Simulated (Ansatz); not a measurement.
Functionals compared on the (310) surface of fcc Ir in its 1x1 cell, outermost plane spacing 0.61 Å in the ideal cut, in Ansatz (plane waves, PAW). The structure was relaxed with PBE; the other rows are single points on it, each with its references at the same level. Cutoff 420 eV (500 eV for r2SCAN).

Model: 18-atom slab, 10.4 Å thick at the start (thin: gaps and levels are the slab's own), 10x6x1 mesh, Fermi-Dirac 0.1 eV, dipole correction, all atoms relaxed; held to the start's symmetry, so lower structures may exist; no spin, no spin-orbit, no U. These notes are the PBE run's.

```
functional  surface energy (J/m²)  work function of the top face (eV)         rough cost of the single point
----------  ---------------------  ----------------------------------  -------------------------------------
PBE                          3.04                                5.16                                      –
LDA                          3.68                                5.51                 roughly 6 core-minutes
PBEsol                       3.51                                5.27  about 6 core-minutes (a rough figure)
RPBE                         2.78                                5.01            very roughly 5 core-minutes
r2SCAN                       3.31                                5.21          around 9 core-minutes (rough)
```

Ansatz is a program for electronic structure.
